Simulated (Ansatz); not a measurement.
Pressure series in Ti3InN

Consider Ti$_{3}$InN in the anti-perovskite structure (space group Pm-3m, No. 221; a cell from a computed database, its experimental status unchecked).

```cif
data_InNTi3
_chemical_formula_sum 'Ti3 In1 N1'
_space_group_name_H-M_alt 'P 1'
_space_group_IT_number 1
_cell_length_a 4.14973
_cell_length_b 4.14973
_cell_length_c 4.14973
_cell_angle_alpha 90.000
_cell_angle_beta 90.000
_cell_angle_gamma 90.000
loop_
_space_group_symop_operation_xyz
  'x, y, z'
loop_
_atom_site_label
_atom_site_type_symbol
_atom_site_fract_x
_atom_site_fract_y
_atom_site_fract_z
_atom_site_occupancy
Ti1 Ti 0.00000 0.50000 0.50000 1
Ti2 Ti 0.50000 0.00000 0.50000 1
Ti3 Ti 0.50000 0.50000 0.00000 1
In1 In 0.00000 0.00000 0.00000 1
N1 N 0.50000 0.50000 0.50000 1
```

Cell and atoms are relaxed at each pressure.

Computed with PBEsol (Ansatz, a program for electronic structure), scalar-relativistic without spin-orbit coupling.

Notes on the quantities. enthalpy: H = E + PV relative to the base's energy.

```
variant              density       enthalpy
----------------  ----------  -------------
base              6.33 g/cm³              –
pressure −2 GPa   6.25 g/cm³  -0.18 eV/atom
pressure −1 GPa   6.29 g/cm³  -0.09 eV/atom
pressure 0.3 GPa  6.34 g/cm³  +0.03 eV/atom
pressure 0.7 GPa  6.36 g/cm³  +0.06 eV/atom
pressure 1.5 GPa  6.39 g/cm³  +0.13 eV/atom
pressure 3 GPa    6.44 g/cm³  +0.27 eV/atom
pressure 5 GPa    6.51 g/cm³  +0.44 eV/atom
pressure 7.5 GPa  6.60 g/cm³  +0.65 eV/atom
pressure 10 GPa   6.68 g/cm³  +0.87 eV/atom
```

Load acts through the strain it causes; cell and atoms are relaxed under it. Whether these cells are dynamically stable was not tested. No other phases were tried under pressure. The final runs are not spin-polarised.
